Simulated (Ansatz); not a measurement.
The parent structure is CdS in the wurtzite structure (space group P6_3mc, No. 186; a = 4.196 Å, c = 6.830 Å). Axes: x lies along a and z along c of the hexagonal cell.

Calculations: Kohn–Sham DFT with the PBE functional, run in Ansatz (a program for electronic structure) with PAW and 420 eV plane waves, no spin-orbit coupling.

Now apply this change: the cell is scaled by 0.9940 in all directions; the atoms relax in the strained cell.

Question: Predict the stress tensor and what it implies for the stiffness.

Answer: Stress of the strained cell less that of the base (GPa, compression positive):
```
   1.00    0.00    0.00
   0.00    1.00    0.00
   0.00    0.00    1.00
```

Then B = −ΔP/(ΔV/V₀) with ΔV/V₀ = -0.0179 gives secant stiffness values (nonlinear terms included at this strain): B (at held cell shape, above the free-shape value) ≈ 56 GPa.

Whether these cells are dynamically stable was not tested.
